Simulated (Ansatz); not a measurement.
## TlBr, pressure series

Start from TlBr in the CsCl type structure (space group Pm-3m, No. 221).

```cif
data_BrTl
_chemical_formula_sum 'Tl1 Br1'
_space_group_name_H-M_alt 'Pm-3m'
_space_group_IT_number 221
_space_group_name_Hall '-P 4 2 3'
_cell_length_a 3.83953
_cell_length_b 3.83953
_cell_length_c 3.83953
_cell_angle_alpha 90.000
_cell_angle_beta 90.000
_cell_angle_gamma 90.000
loop_
_atom_site_label
_atom_site_type_symbol
_atom_site_symmetry_multiplicity
_atom_site_Wyckoff_symbol
_atom_site_fract_x
_atom_site_fract_y
_atom_site_fract_z
_atom_site_occupancy
Tl1 Tl 1 a 0.00000 0.00000 0.00000 1
Br1 Br 1 b 0.50000 0.50000 0.50000 1
```

Cell and atoms are relaxed at each pressure.

Level of theory: Ansatz (a program for electronic structure), LDA, PAW, cutoff 420 eV, no spin-orbit coupling.

Candidates:
(a) pressure 2.1 GPa
(b) pressure 15 GPa
(c) pressure 4.5 GPa
(d) pressure −2 GPa

Before the change:

| Quantity | Result |
|---|---|
| Band gap | 1.37 eV |

Q: Order them by band gap, highest first.

A: (d) pressure −2 GPa (1.57 eV), (a) pressure 2.1 GPa (1.19 eV), (c) pressure 4.5 GPa (0.90 eV), (b) pressure 15 GPa (zero)

The mesh was chosen for an insulator and is coarse for the gapless case. With Tl present, leaving out spin-orbit coupling can change the band edges. Load acts through the strain it causes; cell and atoms are relaxed under it. No phonon test of stability was made. No other phases were tried under pressure. The final runs are not spin-polarised. The zero or small gap of TlBr under pressure 15 GPa can change with the level of theory.
